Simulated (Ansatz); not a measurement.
Input:

```xyz
2
Lattice="0.0000 2.5882 2.5882 2.5882 0.0000 2.5882 2.5882 2.5882 0.0000" Properties=species:S:1:pos:R:3 pbc="T T T"
P      1.2941     1.2941     1.2941
Al     0.0000     0.0000     0.0000
```

No spin polarisation.

Method: PBE, PAW, 420 eV (Ansatz, a quantum-chemistry and plane-wave program; no spin-orbit coupling). Γ-centred 10×10×10 mesh, Fermi–Dirac width 0.05 eV.

Question: Predict the smallest direct gap.

Answer: 3.66 eV.

Question: What is the computed band gap?

Answer: 1.21 eV.

Question: Predict the electron mass.

Answer: 0.69 mₑ along k, 0.23 mₑ across (at X).

Question: Estimate the hole mass (degenerate bands, along [100]).

Answer: 0.25, 0.50, 0.50 mₑ (at Γ).

Load acts through the strain it causes; cell and atoms are relaxed under it. Effective masses come from finite differences of ±0.01 Å⁻¹. Along k means along the line from Γ to the band edge. No phonon test of stability was made. Measured, AlP leaves this structure (for the NiAs type) near 14.2 GPa (temperature not stated; as listed in Datta, Sujoy, Jana, Debnarayan, arXiv (2020)), on rising pressure, with hysteresis. The cell was made from AlP in the zinc blende structure (space group F-43m, No. 216) by this change: pressure 22.5 GPa.
